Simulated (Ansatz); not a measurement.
# A constructed model of the (111) surface of fcc Ni, ferromagnetic, a layer of Pt in place of the third plane (bottom of the slab: a bare face, its two planes held)

All values below come from PBE (plane waves to 420 eV, PAW; Ansatz, a program for electronic structure).

Model: 6-atom slab, 10.3 Å thick at the start (thin: gaps and levels are the slab's own), 17x17x1 mesh, Fermi-Dirac 0.1 eV, dipole correction, 2 atoms held, the rest relaxed; symmetry of the start imposed; spin-polarised, ending with about 3.6 μB a cell; orders that need a larger cell were not tried, no spin-orbit, no U. It is one candidate, not shown to be the stable structure of the face.

| Property | Result |
|---|---|
| work function of the top face | 5.09 eV |
| energy released by relaxation | 0.21 eV |
| magnetic moment of the cell | 3.59 μB |
| cost | about 7 core-minutes (a rough figure) |
